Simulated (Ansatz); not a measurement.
# PbO: energy against strain

PbO (litharge, P4/nmm, 18.537 Å³/atom at rest, c along z) under a strain ε along a (axis x), the other axes held. PBEsol-D3(BJ) in Ansatz, a plane-wave DFT program (PAW, default set), 420 eV, 8×8×7 Γ-centred mesh, Fermi-Dirac smearing 0.05 eV; ions are relaxed within the symmetry of each cell.

Here s stands for strain and y for E less E0.

| strain (%) | E less E0 (meV/atom) |
|---|---|
| -3.00 | ? |
| -1.20 | 0.69 |
| -0.60 | 0.17 |
| 0.00 | 0.00 |
| 0.60 | 0.16 |
| 1.20 | 0.66 |

The 5 complete rows are fitted with a parabola, y against s. Least squares gives y = -0.003 - 0.0117·s + 0.4702·s². Residuals (row less fit): 0.002, -0.003, 0.003, 0.001, 0.000; standard error 0.003 (degrees of freedom: 2). Twice the quadratic coefficient over the volume, 2 × 0.4702 meV × 10⁴ × 0.1602 / 18.537 Å³, is the elastic constant C11 = 81 ± 0.4 GPa.

Q: Predict the withheld y at s = -3.00 from the fit, and compare with the calculation.

A: y = -0.003 - 0.0117 × (-3.0) + 0.4702 × (-3.0)² = 4.264 meV/atom. The calculation gives 4.46 meV/atom, 0.196 meV/atom above the prediction (4.4 % of the range of y in the table). The row lies outside the fitted rows, so this is an extrapolation. The fitted rows scatter only by rounding.

One order more, fitted to all 11 runs of the series, follows each within 0.01, so the miss is the next term of a smooth law. Rows are the converged runs of the series near zero and its far end; series whose fitted rows scatter by over a few per cent of the range, as at a crossing or softening among them, aren't shown in this form. Most that stay on the fit to the last digits aren't either.
